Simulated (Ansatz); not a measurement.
Ir: x(Au) = 0.333, 3 atoms, P-3m1

Take Ir in the fcc (Cu type) structure (space group Fm-3m, No. 225; a = 3.871 Å) as the base.

The other end (x = 1) is Au in the fcc (Cu type) structure (space group Fm-3m, No. 225): 17.96 Å³/atom, gap zero.

It is then changed as follows: a fraction x = 0.333 of the Ir sites is given to Au, ordered in a cell of 3 atoms (starting symmetry P-3m1) and fully relaxed.

Level of theory: PBE (Ansatz, a first-principles code), no spin-orbit coupling, earlier PAW set. k-mesh 19×19×7 (Γ-centred); smearing 0.05 eV (Fermi–Dirac), for the changed cell.

Volume per atom: 15.57 Å³ (base 14.50 Å³)
Density: 20.67 g/cm³ (base 22.02 g/cm³)
Band gap: zero (base zero)
Mixing energy: +0.22 eV/atom (to 0.01 eV only: unlike meshes or grids)
Deviation of the volume from the linear (Vegard-type) interpolation: -0.5 %

Final structure:

```
Ir2Au
1.0
    2.79101     0.00000     0.00000
   -1.39550     2.41708     0.00000
    0.00000     0.00000     6.92231
Au Ir
1 2
Direct
  0.00000   0.00000   0.00000
  0.33333   0.66667   0.65282
  0.66667   0.33333   0.34718
```

Each cell is one ordered arrangement of few atoms, which overstates ordering effects compared with a random alloy. No phonon test of stability was made. All final runs are without spin polarisation. An odd electron count without spin: Ir2Au.
